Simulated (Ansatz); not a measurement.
# Effect of uniaxial strain ε_zz = −1.20 % on AlN

Base system: AlN in the wurtzite structure (space group P6_3mc, No. 186; a = 3.0888 Å, c = 4.9433 Å). Axes: x lies along a and z along c of the hexagonal cell.

One thing is altered: uniaxial strain ε_zz = −1.20 %, all other strain components held at zero, atoms relaxed at fixed cell.

Computed with Kohn–Sham DFT with the LDA functional, run in Ansatz (a quantum-chemistry and plane-wave program) with PAW and 420 eV plane waves, no SOC. k-mesh 12×12×7 (Γ-centred); smearing 0.05 eV (Fermi–Dirac).

The volume per atom drops by 0.12 Å³ (10.21 Å³ → 10.09 Å³) and the space group remains P6_3mc (No. 186). The energy grows by 1.7 meV/atom and the pressure (mean of the normal stresses, compression positive) rises by 2.43 GPa to 2.42 GPa. The band gap rises by 0.037 eV, from 4.42 eV to 4.45 eV and the gap character is still direct at Γ. The width of the top valence band increases by 0.09 eV, from 2.44 eV to 2.53 eV and the electron mass stays 0.32 mₑ (at Γ). The valence-band top at Γ (three highest levels, from the VBM) becomes 0.00, -0.34, -0.34 eV (base: 0.00, -0.23, -0.23 eV) and the stress (xx, yy, zz, yz, xz, xy; compression positive) comes out as (1.41, 1.41, 4.44, 0.00, 0.00, 0.00) GPa.

Final structure:

```
CELL_PARAMETERS angstrom
      3.08878     0.00000     0.00000
     -1.54439     2.67496     0.00000
      0.00000     0.00000     4.88394
ATOMIC_POSITIONS crystal
  Al 0.33333 0.66667 0.99877
  Al 0.66667 0.33333 0.49877
  N  0.33333 0.66667 0.38323
  N  0.66667 0.33333 0.88323
```

Effective masses come from finite differences of ±0.01 Å⁻¹. No phonon test of stability was made.
